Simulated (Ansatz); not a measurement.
The starting structures come from a database of crystals and need not be the phases stable at ambient conditions.

By PBEsol, the system below comes out a metal.

Given:

```yaml
crystal:
  lattice:
    - [4.05838, 0.00000, 0.00000]
    - [0.00000, 4.05838, 0.00000]
    - [2.02919, -2.02919, 1.71058]
  atoms:
    - { symbol: Sn, position: [0.00000, 0.00000, 0.00000] }
```

Space group of this cell: I4/mmm. The cell is strained (lengths along the current scaled by 1.03, ions clamped); by PBEsol its mean pressure is -3.2 GPa.

The current flows along the normal of the first two printed cell vectors, the (001) (indices of the unstrained crystal) plane of the conventional cell. No spin-orbit coupling; the value is a mean over 0.1 eV about the Fermi level.

Q: Give the ballistic conductance per area that PBEsol in Ansatz (a first-principles code) yields.

A: 1.2 × 10¹⁵ S/m² for both spins.
